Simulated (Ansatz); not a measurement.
## Several settings converged on YTe (Fm-3m, 2 atoms in the cell)

```
CELL_PARAMETERS angstrom
      0.00000     3.08958     3.08958
      3.08958     0.00000     3.08958
      3.08958     3.08958     0.00000
ATOMIC_POSITIONS crystal
  Y  0.00000 0.00000 0.00000
  Te 0.50000 0.50000 0.50000
```

Base method: LDA (PW92), default PAW files made with PBE (plane waves; Ansatz, an electronic-structure program).

Base settings: basis.ecutwfc = 420 eV; kpoints.mp_grid.grid = 9 9 9; hamiltonian.xc = lda; hamiltonian.pseudopotentials = {kind: paw} (the program's default PAW files); scf.occupations.method = gaussian; scf.occupations.width = 0.1 eV.

Core times come from one kind of shared machine, to one figure; runs under 30 s give none.

**Zone-centre phonons against the cutoff**

In this ladder: phonons.method = dfpt.

The mesh stays at the base's, so the ladder's end is converged at best in this setting alone.

Frequencies are those of the unrelaxed cell, without the LO-TO term of polar crystals.

Only quantities that move along the ladder and can be compared are tabulated.

```tsv
basis.ecutwfc	highest zone-centre frequency (cm⁻¹)
210 eV	161.4
250 eV	160.0
295 eV	156.8
355 eV	157.3
420 eV	157.3
505 eV	157.3
630 eV	157.3
```

Coarsest basis.ecutwfc that holds the highest zone-centre frequency within 1 cm⁻¹ of the last step, with all finer ones: 295 eV; the step before is off by 2.7 cm⁻¹.

**Zone-centre phonons against the mesh**

In this ladder: phonons.method = dfpt.

Frequencies are those of the unrelaxed cell, without the LO-TO term of polar crystals.

Only quantities that move along the ladder and can be compared are tabulated.

```tsv
kpoints.mp_grid.grid	highest zone-centre frequency (cm⁻¹)	core time / last (rough)
3 3 3	176.2	–
4 4 4	161.4	–
5 5 5	158.7	–
6 6 6	158.7	–
7 7 7	158.3	–
11 11 11	156.9	0.1
14 14 14	156.8	0.2
17 17 17	157.0	0.4
21 21 21	156.9	1
```

Coarsest kpoints.mp_grid.grid that holds the highest zone-centre frequency within 2 cm⁻¹ of the last step, with all finer ones: 5 5 5; the step before is off by 4.5 cm⁻¹.

**The q mesh of the phonons**

In this ladder: kpoints.mp_grid.grid = 12 12 12; phonons.method = dfpt.

Only quantities that move along the ladder and can be compared are tabulated.

Thermal sums run over frequencies interpolated from this q mesh.

```csv
phonons.qmesh,zero-point energy (meV/atom),vibrational free energy at 300 K (meV/atom),core time / last (rough)
1 1 1,20.05,-53.16,0.04
2 2 2,18.13,-71.00,0.2
3 3 3,18.48,-65.43,1
```

Coarsest phonons.qmesh that holds the vibrational free energy at 300 K within 2 meV/atom: not settled: the last two steps still differ by 5.6 meV/atom, over half the tolerance, so the ladder does not show it.

Coarsest phonons.qmesh that holds the zero-point energy within 1 meV/atom of the last step, with all finer ones: 2 2 2, at about 0.2 of the last step's time; the step before is off by 1.6 meV/atom.

On the base run: the starting cell comes from a database of computed structures (which also holds hypothetical and non-ambient phases and stackings), without a prior relaxation at this level. Its lattice was rescaled by up to half a per cent. In the base run, with a pressure of about -5 GPa the cell is away from its equilibrium volume at this level.

Keys are those of Ansatz 0.2.
